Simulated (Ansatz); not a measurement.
A relaxation of the atoms of Ni₂Ge (P3m1, 6 atoms in the cell) with Ansatz (a program for electronic structure).

Computed with LDA (PW92), default PAW files made with PBE (plane waves; Ansatz).

The change in words: one atom moved by 0.15 angstrom; relax: default → atoms; relax.f_tol: default → 0.05 eV/Å. Reference geometry:
```
Ni2Ge
1.0
    3.99175     0.00000     0.00000
   -1.99588     3.45696     0.00000
    0.00000     0.00000     5.03895
Ni Ge
4 2
Direct
  0.66667   0.33333   0.25000
  0.33333   0.66667   0.75000
  0.00000   0.00000   0.00000
  0.00000   0.00000   0.50000
  0.66667   0.33333   0.75000
  0.33333   0.66667   0.25000
```

Reference input (self-consistent single point, DFT, LDA (PW92), plane waves, default PAW files made with PBE): basis.ecutwfc = 30.9 Ry; kpoints.mp_grid.grid = 10 10 7; hamiltonian.xc = lda; hamiltonian.pseudopotentials = {kind: paw} (the program's default PAW files); scf.occupations.method = fermi_dirac; scf.occupations.width = 0.0073 Ry. This run's input differs from it in these lines:

```diff
@@ -7,3 +7,3 @@
   atoms:
-    - { symbol: Ni, position: [0.666667, 0.333333, 0.250000] }
+    - { symbol: Ni, position: [0.666667, 0.333333, 0.279768] }
     - { symbol: Ni, position: [0.333333, 0.666667, 0.750000] }
@@ -22,2 +22,4 @@
   occupations: { method: fermi_dirac, width: 0.0073 Ry }
+relax:
+  f_tol: 0.05
 output:
```

The program printed (abridged):

```
   [... SCF lines of the steps left out ...]
relax step   1: F+E_penalty+E_count = -31526.94219929 eV  Δ(F+E_penalty+E_count) = +0.000e0 eV  max|allowed force component| = 6.723e-1 eV/Å  Δτ_max = 0.0000 Å  (6 SCF iters, dr2 threshold 6.25e-5 eV, accepted)
relax step   2: F+E_penalty+E_count = -31526.96276090 eV  Δ(F+E_penalty+E_count) = -2.056e-2 eV  max|allowed force component| = 4.985e-1 eV/Å  Δτ_max = 0.0247 Å  (6 SCF iters, dr2 threshold 2.82e-5 eV, accepted)
relax step   3: F+E_penalty+E_count = -31526.99077858 eV  Δ(F+E_penalty+E_count) = -2.802e-2 eV  max|allowed force component| = 7.992e-3 eV/Å  Δτ_max = 0.0982 Å  (7 SCF iters, dr2 threshold 1.55e-5 eV, accepted)
relax step   4: F+E_penalty+E_count = -31526.99078105 eV  Δ(F+E_penalty+E_count) = -2.470e-6 eV  max|allowed force component| = 7.803e-3 eV/Å  Δτ_max = 0.0000 Å  (6 SCF iters, accepted)
the relaxation is at rest under the 6 symmetry operations that the run kept from its start: a minimum is not shown …
Free energy (F): -31526.990781 eV
Internal energy: -31526.877085 eV  (E = F + TS)
E sigma→0 (E₀):  -31526.933933 eV
Entropy (-TS):   -0.113696 eV (-18.949 meV/atom)
Fermi energy:    17.656215 eV
--- Forces (eV/Å), atoms counted from 1 ---
  atom   1  Ni     0.00000000    -0.00000000    -0.00780505
  atom   2  Ni     0.00000000    -0.00000000    -0.00007205
  atom   3  Ni     0.00000000    -0.00000000     0.00250013
  atom   4  Ni     0.00000000     0.00000000     0.00043362
  atom   5  Ge     0.00000000    -0.00000000     0.00212373
   [... lines left out ...]
    - { symbol: Ni, position: [6.175040265941161e-20, -1.687052041212e-19, 0.004933115834139811] }
    - { symbol: Ni, position: [6.21357793875784e-20, -1.6975807271458466e-19, 0.5049639028081181] }
    - { symbol: Ge, position: [0.6666666666666666, 0.3333333333333333, 0.7549255329649662] }
    - { symbol: Ge, position: [0.3333333333333333, 0.6666666666666665, 0.2546675364985785] }
```

The run converged.  The full log also holds: “iter 4 did not close the SCF: its close was put off for the readings that it lacked (scf_convergence_deferred on its scf_iter line)”. The full log also holds: “iter 5 did not close the SCF: its close was put off for the readings that it lacked (scf_convergence_deferred on its scf_iter line)”.

Summary of the result:
```
Quantity                                                  Value
-----------------------------------------------  --------------
Free energy E − TS (on the zero of these files)  -31526.9908 eV
Fermi level (on the code's own zero)                   17.66 eV
Pressure                                              -8.88 GPa
Largest force (vector length)                        0.008 eV/Å
Relaxation steps                                              4
```

The starting cell comes from a database of computed structures (which also holds hypothetical and non-ambient phases and stackings), without a prior relaxation at this level. Its lattice was rescaled by up to half a per cent. For this run, on top of that: one atom moved by 0.15 angstrom. Spin polarisation is off. The relaxation keeps the symmetry of its start, so its end need not be a minimum. Ansatz's pressure includes its estimate of the finite-basis (Pulay) stress.

Cost on one core of a shared machine: roughly 2 min.

Keys are those of Ansatz 0.2.
